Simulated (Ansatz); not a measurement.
Take ZrO₂ in the fluorite structure (space group Fm-3m, No. 225) as the base.

```
CELL_PARAMETERS angstrom
      0.00000     2.54466     2.54466
      2.54466     0.00000     2.54466
      2.54466     2.54466     0.00000
ATOMIC_POSITIONS crystal
  Zr 0.00000 0.00000 0.00000
  O  0.25000 0.25000 0.25000
  O  0.75000 0.75000 0.75000
```

Cartesian axes are those of the cell as printed.

Level of theory: r2SCAN/PAW in Ansatz (a first-principles code), no spin-orbit coupling.

Before the change:

The smallest direct gap comes out as 4.29 eV, the band gap is 3.89 eV and the volume per atom is 10.98 Å³.

Now apply this change: biaxial strain +0.73 %, plane normal [001], relaxed out of plane (Cartesian); in-plane vectors clamped, the third vector and the atoms free.

**Question.** What happens to the smallest direct gap?

**Answer.** The smallest direct gap shrinks by 0.11 eV (4.29 eV → 4.18 eV).

**Question.** Estimate the effect on the band gap.

**Answer.** The band gap shrinks by 0.155 eV to 3.73 eV.

**Question.** What happens to the hole mass?

**Answer.** The hole mass amounts to 0.28 mₑ along k, 2.9 mₑ across (at X).

**Question.** How does this affect the volume per atom?

**Answer.** The volume per atom goes up by 0.132 Å³ (10.98 Å³ → 11.12 Å³).

Effective masses come from finite differences of ±0.01 Å⁻¹. Along k means along the line from Γ to the band edge. Whether these cells are dynamically stable was not tested. This is not the structure that ZrO2 has at room temperature and ambient pressure.
